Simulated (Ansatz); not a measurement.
Base system: KCl in the rock salt structure (space group Fm-3m, No. 225; a = 6.243 Å).

Level of theory: Ansatz (a quantum-chemistry and plane-wave program) PBEsol, scalar-relativistic without spin-orbit coupling.

Strains are applied to the cell and any free atomic positions relax.

One change was made to it. Results:

| quantity | base | after |
|---|---|---|
| energy relative to the base (free energy F) | 0 meV/atom | +3.8 meV/atom |
| pressure | 0.1 kbar | 9.5 kbar |
| mean gap deformation potential ΔEg/Δln V | – | -3.4 eV |

Name the change that was made.
A. isotropic strain −0.50 %
B. isotropic strain −1.50 %
C. isotropic strain +3.00 %
D. isotropic strain +2.00 %

B, isotropic strain −1.50 %. For comparison, the energy relative to the base in the other runs: isotropic strain −0.50 % gives +0.4 meV/atom; isotropic strain +2.00 % gives +5.7 meV/atom; isotropic strain +3.00 % gives +12 meV/atom.

Stability against distortions was not tested.
